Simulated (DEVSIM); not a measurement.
Device: Schottky contact on p-type Ge, at 250 K.

Layer 1 from the left is Ge, thickness (μm) 5.70, Na (cm⁻³) 3.5e16, τn (s) 3.2e-5, τp (s) 3.2e-5.

Left contact: Schottky, work function 4.234 eV, emission velocity 2.6e6 cm/s. Right contact: ohmic. Voltage is applied to the left contact. Recombination: SRH at mid-gap. Mobility is μmin + (μ − μmin)/(1 + (N/Nref)^α).

The device is made up for the run: typed textbook-type constants, with dimensions and the other settings drawn at random. Values at 300 K; Nc and Nv go as T^1.5, mobilities as T to minus their exponent, the gap by Varshni's rule with the affinity fixed.

Ge: gap (eV) 0.664, affinity (eV) 4, permittivity 16, Nc (cm⁻³) 1.04e19, Nv (cm⁻³) 6e18, μn (cm²/Vs) 3900, μp (cm²/Vs) 1900, μn,min 150, μp,min 100, Nref,n 2.6e17, Nref,p 4e17, αn 0.56, αp 0.6, T exponent of μn 1.66, T exponent of μp 2.33, Varshni α (eV/K) 0.000477, Varshni β (K) 235.

Model (solved in DEVSIM): 1D drift-diffusion, Boltzmann statistics, complete ionisation; no tunnelling, impact ionisation, image-force lowering or self-heating. Metal contacts follow the ideal Schottky-Mott rule: no Fermi-level pinning, no interface dipoles.

### Question
What does the simulation give for the dark forward voltage at 1 A/cm², the dark forward voltage at 100 A/cm², the potential step across the device at zero bias, the largest field in the device at zero bias?

### Answer
dark forward voltage at 1 A/cm² 0.138 V; dark forward voltage at 100 A/cm² 0.243 V; potential step across the device at zero bias 0.344 V; largest field in the device at zero bias 50000 V/cm.
